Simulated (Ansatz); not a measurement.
PBE against r2SCAN: Ti3Al, pressure 18 GPa

Consider Ti3Al (space group P6_3/mmc, No. 194; a = 5.755 Å, c = 4.655 Å).

(Cell as relaxed with PBE.)

Levels (all Ansatz, a program for electronic structure, PAW, earlier PAW set): PBE (420 eV, spin-orbit coupling left out); r2SCAN (500 eV, no spin-orbit coupling).

Each level relaxes its own structure.

| base | PBE | r2SCAN |
|---|---|---|
| volume per atom | 16.69 Å³ | 16.56 Å³ |
| lattice parameter a | 575.5 pm | 574.7 pm |
| band gap | zero | zero |

One thing is altered: a hydrostatic pressure of 18 GPa.

| quantity | PBE | r2SCAN |
|---|---|---|
| c/a ratio | 0.814 | ___ |
| shortest interatomic distance | 270.2 pm | ___ |

### Question
Given the PBE results, estimate those of r2SCAN.

### Answer

- c/a ratio, r2SCAN: 0.810
- shortest interatomic distance, r2SCAN: 269.7 pm

PBE's c/a ratio lies 0.0032 above r2SCAN's; PBE's shortest interatomic distance lies 0.5 pm above r2SCAN's (0.2 %). Neither level is exact; r2SCAN is the comparison here, not a measurement.

Load acts through the strain it causes; cell and atoms are relaxed under it. No phonon test of stability was made. No other phases were tried under pressure. All final runs are without spin polarisation.
